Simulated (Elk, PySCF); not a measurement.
A PySCF input for a self-consistent single point of KBr (Fm-3m, 2 atoms in the cell) (DFT PBE, Gaussian basis gth-dzvp-molopt-sr, GTH pseudopotentials gth-pbe, FFT density fitting with multigrid):

```python
import numpy as np
from pyscf.pbc import gto, scf, dft

cell = gto.Cell()
cell.a = np.array([[0, 3.234, 3.234],
              [3.234, 0, 3.234],
              [3.234, 3.234, 0]])
cell.atom = [
    ('K', (0, 0, 0)),
    ('Br', (3.234, 3.234, 3.234)),
]
cell.basis = 'gth-dzvp-molopt-sr'
cell.pseudo = 'gth-pbe'
cell.ke_cutoff = 60
cell.precision = 1e-06
cell.max_memory = 2000
cell.verbose = 4
cell.build()

kpts = cell.make_kpts([6, 6, 6])
kdft = dft.KRKS(cell, kpts).multigrid_numint()
kdft.xc = 'PBE'
kdft.conv_tol = 1e-07
kdft.max_cycle = 100
kdft.diis_start_cycle = 3
kdft.damp = 0.5
kdft = scf.addons.smearing_(kdft, sigma=0.00183747, method='fermi')
kdft.kernel()

res = dict(e_tot=kdft.e_tot, converged=kdft.converged, nao=cell.nao, mesh=cell.mesh, nelectron=cell.nelectron)
res.update(e_free=kdft.e_free, e_zero=kdft.e_zero)
np.savez('results.npz', **res)
eps, occ = np.array(kdft.mo_energy), np.array(kdft.mo_occ)
nk = len(kdft.kpts)
res.update(mo_energy=eps, mo_occ=occ)
print('electrons per cell = %.6f' % (occ.sum() / nk))
full = 1.0
print('highest filled level = %.6f Ha, lowest empty level = %.6f Ha' % (eps[occ > full].max(), eps[occ <= full].min()))
np.savez('results.npz', **res)
```

**Question.** Translate this input to Elk.

**Answer.** This is the input that was run; spellings and numerical settings could be chosen otherwise.

```
tasks
  0

xctype
  20

tforce
  .true.

rgkmax
  8.0

gmaxvr
  18.0

lmaxapw
  10

lmaxo
  8

nxlo
  2

lorbcnd
  .true.

lradstp
  2

nrmtscf
  2.0

lmaxi
  4

stype
  3

swidth
  0.00183747

avec
    0.0000000000    6.1113742870    6.1113742870
    6.1113742870    0.0000000000    6.1113742870
    6.1113742870    6.1113742870    0.0000000000

atoms
  2   : nspecies
  'K.in'   : spfname
  1   : natoms; atposl, bfcmt below
  0.0000000000  0.0000000000  0.0000000000    0.0 0.0 0.0
  'Br.in'   : spfname
  1   : natoms; atposl, bfcmt below
  0.5000000000  0.5000000000  0.5000000000    0.0 0.0 0.0

ngridk
  6 6 6
```

Basis, cutoffs, solver keys and any potentials are the target program's own. This input uses DFT, PBE, all-electron FP-LAPW, Elk's shipped species files, APW+lo basis with extra local orbitals. Both were run: gap on the mesh 4.695 eV in PySCF and 4.609 in Elk.

On PySCF: the starting cell has typed, rounded lattice constants, without a prior relaxation at this level. For this run, on top of that: lattice scaled by 0.98. Values carry the incompleteness of an atom-centred basis.

On Elk: the starting cell has typed, rounded lattice constants, without a prior relaxation at this level. For this run, on top of that: lattice scaled by 0.98. Values depend on the basis (sphere radii, cutoffs, local orbitals), which need not be converged.
